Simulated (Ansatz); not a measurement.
## How far to go with the k-point mesh: K (Im-3m, 1 atom in the cell)

```
K
1.0
   -2.65320     2.65320     2.65320
    2.65320    -2.65320     2.65320
    2.65320     2.65320    -2.65320
K
1
Direct
  0.00000   0.00000   0.00000
```

Method: PBE (plane waves, PAW; Ansatz, a quantum-chemistry and plane-wave program).

Base settings: basis.ecutwfc = 420 eV; kpoints.mp_grid.grid = 9 9 9; hamiltonian.xc = pbe; hamiltonian.pseudopotentials = {kind: paw} (the program's default PAW files); scf.occupations.method = fermi_dirac; scf.occupations.width = 0.1 eV.

The second cell is the first with its lattice scaled by 0.98.

Only quantities that move along the ladder and can be compared are tabulated.

The count of work is k-points × plane waves × bands × iterations; it is no time. 

The starting cell has typed, rounded lattice constants, without a prior relaxation at this level. Its lattice was rescaled by up to half a per cent. Ansatz's pressure includes its estimate of the finite-basis (Pulay) stress.

```csv
kpoints.mp_grid.grid,free energy less the last step's (meV/atom),energy of the compressed cell less the first (meV/atom),pressure (GPa),count of work / last
2 2 2,506.29,9.97,0.31,0.0044
3 3 3,-88.08,-1.38,-0.16,0.0059
4 4 4,39.31,4.38,0.05,0.012
5 5 5,-5.82,1.75,-0.05,0.015
6 6 6,7.78,2.65,-0.01,0.024
7 7 7,-2.04,1.90,-0.04,0.029
8 8 8,2.47,2.26,-0.03,0.043
9 9 9,-1.47,1.91,-0.04,0.051
10 10 10,0.89,2.14,-0.03,0.069
11 11 11,-0.44,1.99,-0.04,0.082
13 13 13,0.02,2.04,-0.04,0.12
14 14 14,-0.05,2.04,-0.04,0.15
17 17 17,0.03,2.04,-0.04,0.24
19 19 19,0.02,2.04,-0.04,0.32
21 21 21,0.01,2.04,-0.04,0.42
23 23 23,0.01,2.04,-0.04,0.54
26 26 26,0.00,2.04,-0.04,0.75
29 29 29,0.00,2.04,-0.04,1.0
```

Coarsest kpoints.mp_grid.grid that holds the energy of the compressed cell less the first within 1 meV/atom of the last step, with all finer ones: 5 5 5, at 0.015 of the last step's count of work; the step before is off by 2.3 meV/atom.

Coarsest kpoints.mp_grid.grid that holds the free energy within 5 meV/atom of the last step, with all finer ones: 7 7 7, at 0.029 of the last step's count of work; the step before is off by 7.8 meV/atom.

Coarsest kpoints.mp_grid.grid that holds the pressure within 0.1 GPa of the last step, with all finer ones: 4 4 4, at 0.012 of the last step's count of work; the step before is off by 0.12 GPa.

The energy difference between the two cells stays within 1 meV/atom of the last step's from 5 5 5 on, the total only from 10 10 10 on: much of the error is common to both cells and cancels.

Keys are those of Ansatz 0.2.
